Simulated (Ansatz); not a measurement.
An Ansatz (an electronic-structure program) input (DFT with PBEsol, PAW potentials and a 420 eV plane-wave cutoff in Ansatz, no spin-orbit coupling):

Ansatz 0.2 input:
```yaml
crystal:
  lattice:
    - [0, 2.7278132403, 2.7278132403]
    - [2.7278132403, 0, 2.7278132403]
    - [2.7278132403, 2.7278132403, 0]
  atoms:
    - { symbol: Bi, position: [0.75, 0.75, 0.75] }
    - { symbol: B, position: [0, 0, 0] }
basis: { ecutwfc: 420, ecutrho_ratio: 4, xc_grid: 2, fft_grid_basis: typed }
kpoints: { mp_grid: { grid: [10, 10, 10] } }
hamiltonian:
  xc: pbesol
  dispersion: none
  pseudopotentials: { kind: paw }
scf: { occupations: { method: fermi_dirac, width: 0.05 }, convergence: { dr2_threshold: 0.0000000002 } }
output: { forces: true, stress: true }
```

Task: Which symmetry and how many k-points will the program report, and about how many plane waves at Γ?

Result: Space group F-43m (ITA 216) with 24 operations, k-points 47 of 1000, and 821 plane waves at Γ.

Whether these cells are dynamically stable was not tested. The cell is BiB in the zinc blende structure (space group F-43m, No. 216; a hypothetical phase, not in the database extracts checked).
